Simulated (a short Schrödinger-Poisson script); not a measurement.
System: gated In0.52Al0.48As/In0.53Ga0.47As δ-doped gas in a quantum well, at 300 K.

```csv
layer,material,thickness (nm),Na (cm⁻³)
1,In0.52Al0.48As,20,-
2,In0.52Al0.48As,10,-
3,In0.53Ga0.47As,15,-
4,In0.52Al0.48As,4000,2e15
```

Constants are typed, rounded textbook-type inputs, not results; the design itself was drawn at random and stands for no fabricated device. In0.52Al0.48As: permittivity 12.5, conduction-band edge (eV) 0.52, gap (eV) 1.45, electron mass (mₑ) 0.075, Nv at 300 K (cm⁻³) 1.1e19. In0.53Ga0.47As: permittivity 13.9, conduction-band edge (eV) 0, gap (eV) 0.74, Nv at 300 K (cm⁻³) 7.7e18.

Channel valleys (confinement mass, in-plane density-of-states mass, number): Γ 0.041, 0.041, 1. At the gate the conduction-band edge of layer 1 lies 0.65 eV − eVg above the Fermi level of the channel; the field vanishes at the back. Sheet of ionised δ-doping: +1.8e12 e/cm² at 20 nm from the gate. The barrier under the gate holds no holes. Gaps are held at their typed values at every temperature. Mesh 0.08 nm at interfaces.

Solved with a short Schrödinger-Poisson script written for these runs: 1D Poisson equation in equilibrium, electrons quantum, Hartree (BenDaniel-Duke, 40 states a valley, the channel's in-plane mass for all, wave functions free to enter the barrier), parabolic valleys, classical holes, full ionisation, no traps, pinning or gate leakage.

The same stack at other levels of the model or other numerical settings:

```
run                                                                  sheet density of all electrons at Vg = 0.4 V (cm⁻²)  sheet density of all electrons at Vg = -0.1 V (cm⁻²)  capacitance at Vg = 0.4 V (μF/cm²)  centroid of the channel electrons at Vg = 0.4 V (nm)  rough cost against the base
-------------------------------------------------------------------  ---------------------------------------------------  ----------------------------------------------------  ----------------------------------  ----------------------------------------------------  ---------------------------
base                                                                                                             1.29e12                                               3.77e11                               0.307                                                  5.74                      about 1
electrons treated as classical, Boltzmann                                                                              ?                                               4.46e11                               0.344                                                  3.42                         0.02
electrons treated as classical, Fermi-Dirac                                                                      1.34e12                                                     ?                               0.307                                                  5.23                         0.10
electrons treated as quantum, Hartree plus LDA exchange-correlation                                              1.31e12                                               3.91e11                               0.309                                                     ?                            2
mesh six times as coarse                                                                                         1.29e12                                               3.76e11                               0.307                                                  5.72                          0.2
one subband a valley                                                                                             1.27e12                                               3.72e11                               0.299                                                  5.46                          0.2
```

Fill in the missing entries.


- electrons treated as classical, Fermi-Dirac, sheet density of all electrons at Vg = -0.1 V (cm⁻²): 4.14e11
- electrons treated as quantum, Hartree plus LDA exchange-correlation, centroid of the channel electrons at Vg = 0.4 V (nm): 5.67
- electrons treated as classical, Boltzmann, sheet density of all electrons at Vg = 0.4 V (cm⁻²): 1.48e12

The classical rows ignore confinement, and Boltzmann statistics overrate the density once the band edge passes the Fermi level.
